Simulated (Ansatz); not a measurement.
A constructed model of the (111) surface of fcc Pd, (√3x√3)R30° layer of Sb, one a cell, on the site that continues the host's stacking (bottom of the slab: a bare face, its two planes held)

The numbers are results of PBE (plane waves to 420 eV, PAW; Ansatz, an electronic-structure program), not measurements.

Slab: 19 atoms, 13.8 Å thick at the start; k 9x9x1, smearing 0.1 eV, dipole-corrected; 6 atoms held, the rest relaxed; start symmetry kept, larger cells not searched; no spin, no spin-orbit, no U. It is one candidate, not shown to be the stable structure of the face.

```yaml
work_function_of_the_top_face: 4.24 eV
energy_released_by_relaxation: 0.85 eV
cost: about 10 core-minutes (a rough figure)
```
